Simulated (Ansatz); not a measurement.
The reference is MoP (space group P-6m2, No. 187; a = 3.208 Å, c = 3.173 Å; relaxed with 0.1 eV smearing). Axes: x lies along a and z along c of the hexagonal cell.

All numbers come from PBEsol in Ansatz (plane waves to 420 eV, PAW, scalar-relativistic without spin-orbit coupling), earlier PAW set.

It is then changed as follows: tensor shear ε_xz = −0.96 % (engineering shear γ = -0.0192); the atoms relax in the strained cell.

What happens to the stress and energy relative to the base?

The stress (xx, yy, zz, yz, xz, xy; compression positive) amounts to (0.1, 0.1, 0.1, 0.0, 3.5, 0.0) GPa; the energy rises by 3.0 meV/atom.

No phonon test of stability was made. The final runs are not spin-polarised. An odd electron count without spin: MoP.

Ansatz is a program for electronic structure.
